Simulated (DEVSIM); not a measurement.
**Schottky contact on n-type β-Ga2O3**

System: Schottky contact on n-type β-Ga2O3, at 350 K.

```csv
layer (left to right),material,thickness (μm),Nd (cm⁻³),τn (s),τp (s)
1,β-Ga2O3,4.00,5.3e16,4.7e-8,4.7e-8
2,β-Ga2O3,2.90,3.9e17,4.7e-8,4.7e-8
```

Left contact: Schottky, work function 5.36 eV, emission velocity 5.4e6 cm/s. Right contact: ohmic. Voltage is applied to the left contact. Recombination: SRH at mid-gap. Mobility is μmin + (μ − μmin)/(1 + (N/Nref)^α).

Constants are typed, rounded textbook-type inputs, not results; the design itself was drawn at random and stands for no fabricated device. Values at 300 K; Nc and Nv go as T^1.5, mobilities as T to minus their exponent, the gap by Varshni's rule with the affinity fixed.

```tsv
parameter	β-Ga2O3
gap (eV)	4.8
affinity (eV)	4
permittivity	10
Nc (cm⁻³)	3.7e18
Nv (cm⁻³)	5e20
μn (cm²/Vs)	160
μp (cm²/Vs)	1
μn,min	20
μp,min	0.1
Nref,n	1e18
Nref,p	1e18
αn	0.8
αp	0.8
T exponent of μn	1.8
T exponent of μp	1.5
Varshni α (eV/K)	0.0004
Varshni β (K)	600
```

Simulated with DEVSIM: 1D drift-diffusion, Boltzmann statistics, complete ionisation; no tunnelling, impact ionisation, image-force lowering or self-heating. Metal contacts follow the ideal Schottky-Mott rule: no Fermi-level pinning, no interface dipoles.

```json
{
 "potential_step_across_the_device_at_zero_bias": "1.285 V",
 "Dark forward voltage at 1 A/cm²": "0.918 V",
 "Dark forward voltage at 100 A/cm²": "1.111 V"
}
```

Small-signal capacitance in reverse bias (quasi-static):

```json
[
 {"V (V)": "-0.2", "C (nF/cm²)": "51.9"},
 {"V (V)": "-0.5", "C (nF/cm²)": "47.1"},
 {"V (V)": "-1", "C (nF/cm²)": "41.4"},
 {"V (V)": "-1.5", "C (nF/cm²)": "37.3"},
 {"V (V)": "-2", "C (nF/cm²)": "34.3"},
 {"V (V)": "-3", "C (nF/cm²)": "29.9"},
 {"V (V)": "-4", "C (nF/cm²)": "26.9"},
 {"V (V)": "-5", "C (nF/cm²)": "24.6"},
 {"V (V)": "-6.5", "C (nF/cm²)": "22.1"},
 {"V (V)": "-8", "C (nF/cm²)": "20.2"},
 {"V (V)": "-10", "C (nF/cm²)": "18.3"}
]
```

Dark forward current:

(V (V), J (A/cm²)): (0.05, 3.4e-13); (0.20, 5.9e-11); (0.35, 8.3e-9); (0.50, 1.2e-6); (0.65, 0.00016); (0.80, 0.022); (0.95, 2.8); (1.10, 88); (1.25, 320); (1.40, 590); (1.55, 890); (1.70, 1200); (1.85, 1500); (2.00, 1800)
